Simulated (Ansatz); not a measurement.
The parent structure is HfN in the rock salt structure (space group Fm-3m, No. 225; a = 4.5480 Å).

Calculations: PBE (Ansatz, a quantum-chemistry and plane-wave program), spin-orbit coupling left out, earlier PAW set.

Base values:

| Item | Value |
|---|---|
| Volume per atom | 11.76 Å³ |

The change: a hydrostatic pressure of 3 GPa.

Q: Predict the new volume per atom.

A: The volume per atom drops by 0.13 Å³ (11.76 Å³ → 11.63 Å³).

Load acts through the strain it causes; cell and atoms are relaxed under it. Stability against distortions was not tested. All final runs are without spin polarisation. An odd electron count without spin: HfN.
